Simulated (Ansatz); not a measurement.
Consider Ge in the diamond structure (space group Fd-3m, No. 227; a = 5.6222 Å). Axes: x, y, z lie along the cube axes.

Method: LDA, PAW, 420 eV (Ansatz, a first-principles code; without spin-orbit coupling).

Before the change:

```
Item                            Result
-----------------------------  -------
Pressure                       0.0 GPa
Band gap                          zero
Shortest interatomic distance  2.434 Å
```

Now apply this change: biaxial strain +2.50 %, plane normal [001], relaxed out of plane (Cartesian); in-plane vectors clamped, the third vector and the atoms free.

Question: Predict the new energy relative to the base, pressure, band gap and shortest interatomic distance.

Answer: The energy goes up by 11 meV/atom; the pressure (mean of the normal stresses, compression positive) goes from zero to -2.0 GPa; the band gap remains zero; the shortest interatomic distance increases by 0.0252 Å, from 2.434 Å to 2.460 Å.

No phonon test of stability was made. A zero or small gap of Ge can be the functional's error rather than a property of the material.
